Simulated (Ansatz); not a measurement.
The starting structures come from a database of crystals and need not be the phases stable at ambient conditions.

 Where the default PAW files enter, the runs use the earlier of Ansatz's two default sets.

## Evanescent states of AgNO$_{3}$ (R3c, not sure to be the ambient phase, 10 atoms a cell, 13.2 Å³ an atom, -3 GPa at this level) along the normal of (101)

The numbers are results of r2SCAN (plane waves, PAW; Ansatz, a quantum-chemistry and plane-wave program), not measurements.

The gap is the functional's own. No spin-orbit coupling. Mid-gap values are interpolated on the energy grid.

Energies count from the valence-band top; κ is the least over a 6×6 mesh across the current.

```tsv
E (eV)	κ (1/Å)	where
0.06	0.181	off Γ
0.18	0.293	off Γ
0.30	0.339	Γ
0.42	0.363	Γ
0.54	[?]	Γ
0.66	[?]	Γ
0.78	[?]	Γ
0.90	[?]	Γ
1.02	[?]	Γ
1.14	[?]	Γ
1.26	[?]	off Γ
1.38	[?]	off Γ
1.50	[?]	off Γ
1.62	[?]	off Γ
1.74	0.346	off Γ
1.86	0.316	off Γ
1.98	0.278	off Γ
2.10	0.201	Γ
```

Q: Complete the blanks.

A: 
- 0.54, κ (1/Å): 0.382
- 0.66, κ (1/Å): 0.397
- 0.78, κ (1/Å): 0.410
- 0.90, κ (1/Å): 0.420
- 1.02, κ (1/Å): 0.427
- 1.14, κ (1/Å): 0.431
- 1.26, κ (1/Å): 0.421
- 1.38, κ (1/Å): 0.407
- 1.50, κ (1/Å): 0.388
- 1.62, κ (1/Å): 0.368
